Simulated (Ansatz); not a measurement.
Given:

```
CELL_PARAMETERS angstrom
      0.00000     2.24803     2.24803
      2.27072     0.00000     2.24803
      2.27072     2.24803     0.00000
ATOMIC_POSITIONS crystal
  N  0.00000 0.00000 0.00000
  Hf 0.50000 0.50000 0.50000
```

A single point on HfN with a change (uniaxial stress, 5 GPa tension along x), its geometry relaxed with PBEsol.

Method: PBEsol, PAW, 420 eV (Ansatz, a first-principles code; with spin-orbit coupling). Settings: 22×22×22 k-points, 0.1 eV Fermi–Dirac smearing.

Task: Predict the pressure and band gap.

Result: 
- Pressure: -2.1 GPa
- Band gap: zero

Single points use the geometry relaxed with PBEsol. Load acts through the strain it causes; cell and atoms are relaxed under it. Stability under load was not tested beyond the relaxation. The cell was made from HfN in the rock salt structure (space group Fm-3m, No. 225) by this change: uniaxial stress, 5 GPa tension along x.
